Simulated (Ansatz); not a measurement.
This Ansatz (a program for electronic structure) input is the reference run, PbS in the rock salt structure (space group Fm-3m, No. 225), computed with DFT with r2SCAN, PAW potentials and a 500 eV plane-wave cutoff in Ansatz, scalar-relativistic without spin-orbit coupling:

Ansatz 0.2 input:
```yaml
crystal:
  lattice:
    - [0, 2.987364808, 2.987364808]
    - [2.987364808, 0, 2.987364808]
    - [2.987364808, 2.987364808, 0]
  atoms:
    - { symbol: Pb, position: [0, 0, 0] }
    - { symbol: S, position: [0.5, 0.5, 0.5] }
basis: { ecutwfc: 500, ecutrho_ratio: 4, xc_grid: 4, fft_grid_basis: typed }
kpoints: { mp_grid: { grid: [10, 10, 10] } }
hamiltonian:
  xc: r2scan
  dispersion: none
  pseudopotentials: { kind: paw }
scf: { occupations: { method: fermi_dirac, width: 0.05 }, convergence: { dr2_threshold: 0.0000000002 } }
output: { forces: true, stress: true }
checkpoint: { write: state.ck, write_every: 1000 }
```

Task: Write the input for this change: uniaxial strain ε_zz = +1.50 %, all other strain components held at zero; the atoms relax in the strained cell.

Result: 
Ansatz 0.2 input:
```yaml
crystal:
  lattice:
    - [0, 2.987364808, 3.0321752801]
    - [2.987364808, 0, 3.0321752801]
    - [2.987364808, 2.987364808, 0]
  atoms:
    - { symbol: Pb, position: [0, 0, 0] }
    - { symbol: S, position: [0.5, 0.5, 0.5] }
basis: { ecutwfc: 500, ecutrho_ratio: 4, xc_grid: 4, fft_grid_basis: typed }
kpoints: { mp_grid: { grid: [10, 10, 10] } }
hamiltonian:
  xc: r2scan
  dispersion: none
  pseudopotentials: { kind: paw }
scf: { occupations: { method: fermi_dirac, width: 0.05 }, convergence: { dr2_threshold: 0.0000000002 } }
relax: { f_tol: 0.005, max_steps: 50 }
output: { forces: true, stress: true }
checkpoint: { write: state.ck, write_every: 1000 }
```
This is the input that was run.

No phonon test of stability was made.
